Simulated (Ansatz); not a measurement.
**TiC: energy against strain**

TiC (rock salt, Fm-3m, 10.133 Å³/atom and stress up to 0.01 GPa in the relaxed cell, cube axes along x, y and z) under a strain ε along a cube axis (axis z), the other axes held. r2SCAN in Ansatz, a plane-wave DFT program (PAW, default set), 500 eV, 23×23×23 Γ-centred mesh, Fermi-Dirac smearing 0.10 eV; ions are relaxed, or left where forces stay under 0.02 eV/Å, within the symmetry of each cell.

Here s stands for strain and y for E less E0.

```csv
strain (%),E less E0 (meV/atom)
-1.50,3.96
-1.00,1.72
-0.50,0.42
0.00,0.00
0.50,0.42
1.00,1.62
1.50,3.58
3.00,?
```

Fit y of the 7 rows that show it with a parabola. Least squares gives y = -0.001 - 0.0957·s + 1.6752·s². Residuals (row less fit): 0.048, -0.050, -0.046, 0.001, 0.050, 0.041, -0.045; standard error 0.057 (degrees of freedom: 4). Twice the quadratic coefficient over the volume, 2 × 1.6752 meV × 10⁴ × 0.1602 / 10.133 Å³, is the elastic constant C11 = about 530 GPa.

Task: Estimate the missing y (s = 3.00); what did the run itself give?

Result: y = -0.001 - 0.0957 × 3.0 + 1.6752 × 3.0² = 14.789 meV/atom. The calculation gives 13.50 meV/atom, 1.289 meV/atom below the prediction (9.5 % of the range of y in the table). The row lies outside the fitted rows, so this is an extrapolation. From the scatter of the fitted rows alone, a prediction at this place has a standard error of 0.219 meV/atom, so the miss is 5.9 times that.

A polynomial of degree 3 through the 12 other runs of the series gives 13.45 there, so most of the miss is curvature that the fit leaves out. In a metal these values are sensitive to mesh and smearing; energies are taken to zero smearing, stresses follow the free energy. The runs aren't spin-polarised. Rows are the converged runs of the series near zero and its far end; series whose fitted rows scatter by over a few per cent of the range, as at a crossing or softening among them, aren't shown in this form, nor equations of state whose B0' disagrees with the runs' pressures. Most that stay on the fit to the last digits aren't either.
